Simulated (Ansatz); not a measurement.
# CaF2 in the fluorite structure (space group Fm-3m, No. 225)

```cif
data_Ca4F8
_chemical_formula_sum 'Ca4 F8'
_space_group_name_H-M_alt 'Fm-3m'
_space_group_IT_number 225
_space_group_name_Hall '-F 4 2 3'
_cell_length_a 5.42058
_cell_length_b 5.42058
_cell_length_c 5.42058
_cell_angle_alpha 90.000
_cell_angle_beta 90.000
_cell_angle_gamma 90.000
loop_
_atom_site_label
_atom_site_type_symbol
_atom_site_symmetry_multiplicity
_atom_site_Wyckoff_symbol
_atom_site_fract_x
_atom_site_fract_y
_atom_site_fract_z
_atom_site_occupancy
Ca1 Ca 4 a 0.00000 0.00000 0.00000 1
F1 F 8 c 0.25000 0.25000 0.25000 1
```
(The calculation used a cell of 3 atoms; values per cell refer to that cell.)

All numbers come from PBEsol (Ansatz, a program for electronic structure), scalar-relativistic without spin-orbit coupling. Γ-centred 11×11×11 mesh, Fermi–Dirac width 0.05 eV.

```yaml
volume_per_atom: 13.27 Å³
density: 3.26 g/cm³
band_gap: "7.25 eV (uncertain: the edges found on the path are not clean extrema)"
total_energy: -1133.629 eV/atom (σ→0; compares only within this code and set-up)
```

Whether these cells are dynamically stable was not tested.
